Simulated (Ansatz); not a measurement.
Given:

```
MgF2
1.0
    4.63881     0.00000     0.00000
    0.00000     4.63881     0.00000
    0.00000     0.00000     3.06231
Mg F
2 4
Cartesian
  2.31941   2.31941   1.53115
  0.00000   0.00000   0.00000
  3.23140   3.23140   0.00000
  1.40741   1.40741   0.00000
  3.72682   0.91200   1.53115
  0.91200   3.72682   1.53115
```

Method: r2SCAN, rigid bands (plane waves, PAW, scalar-relativistic; Ansatz, a quantum-chemistry and plane-wave program). Condition of this run: functional r2SCAN on the same cell. Geometry: cell and atoms relaxed with PBEsol.

Task: What conductivity effective mass do dilute holes have at 300 K?

Result: 3.2 (x), 3.2 (y), 3.7 (z) mₑ.

Task: Predict the electron conductivity mass (n e² τ/σ) at 300 K, by direction if it differs.

Result: 0.55 (x), 0.55 (y), 0.52 (z) mₑ.

Task: And the band gap?

Result: 7.98 eV at this level; semilocal functionals usually fall short of the measured gap.

Rigid bands, one relaxation time for all states, no polarons. Spin-orbit coupling is left out. Geometry: cell and atoms relaxed with PBEsol.
